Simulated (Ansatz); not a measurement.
Band structure of YbAl2Pd (Cmcm, 8 atoms in the cell).

```
YbAl2Pd
1.0
    2.14273    -4.98154     0.00000
    2.14273     4.98154     0.00000
    0.00000     0.00000     7.27003
Yb Al Pd
2 4 2
Cartesian
  2.14273  -0.63286   5.45252
  2.14273   0.63286   1.81751
  2.14273  -3.47074   6.86611
  2.14273   3.47074   0.40392
  2.14273   3.47074   3.23109
  2.14273  -3.47074   4.03894
  2.14273   2.15223   5.45252
  2.14273  -2.15223   1.81751
```

Computed with PBEsol, PAW files made with PBE (plane waves; Ansatz, an electronic-structure program).

Settings: basis.ecutwfc = 420 eV; kpoints.mp_grid.grid = 5 5 3; hamiltonian.xc = pbesol; hamiltonian.pseudopotentials = {kind: paw} (the program's default PAW files); scf.occupations.method = gaussian; scf.occupations.width = 0.1 eV; kpoints.band_path.npoints = 8.

The starting cell comes from a database of computed structures (which also holds hypothetical and non-ambient phases and stackings), without a prior relaxation at this level. Spin-orbit coupling is off. Spin polarisation is off.

Levels in eV from the Fermi level, bands 45 to 52:
```json
[
 {"point": "Γ", "45": "-0.25", "46": "-0.23", "47": "-0.02", "48": "0.53", "49": "0.95", "50": "0.98", "51": "1.06", "52": "1.25"},
 {"point": "X", "45": "-0.28", "46": "-0.27", "47": "-0.26", "48": "-0.24", "49": "-0.23", "50": "0.47", "51": "1.61", "52": "2.08"},
 {"point": "S", "45": "-0.28", "46": "-0.27", "47": "-0.27", "48": "-0.23", "49": "-0.23", "50": "0.65", "51": "1.47", "52": "1.68"},
 {"point": "R", "45": "-0.25", "46": "-0.25", "47": "-0.24", "48": "-0.24", "49": "-0.15", "50": "-0.15", "51": "1.71", "52": "1.71"},
 {"point": "A", "45": "-0.26", "46": "-0.26", "47": "-0.22", "48": "-0.22", "49": "0.62", "50": "0.62", "51": "1.65", "52": "1.65"},
 {"point": "Z", "45": "-0.24", "46": "-0.24", "47": "-0.17", "48": "-0.17", "49": "-0.16", "50": "-0.16", "51": "1.78", "52": "1.78"},
 {"point": "Y", "45": "-0.27", "46": "-0.26", "47": "-0.08", "48": "0.99", "49": "1.20", "50": "1.84", "51": "2.49", "52": "2.66"},
 {"point": "X1", "45": "-0.28", "46": "-0.27", "47": "-0.26", "48": "-0.24", "49": "-0.23", "50": "0.47", "51": "1.61", "52": "2.08"},
 {"point": "A1", "45": "-0.26", "46": "-0.26", "47": "-0.22", "48": "-0.22", "49": "0.62", "50": "0.62", "51": "1.65", "52": "1.65"},
 {"point": "T", "45": "-0.24", "46": "-0.24", "47": "0.33", "48": "0.33", "49": "0.63", "50": "0.63", "51": "1.74", "52": "1.74"}
]
```

Bands cross the Fermi level along this path, so the cell is metallic at this level.

Keys are those of Ansatz 0.2.
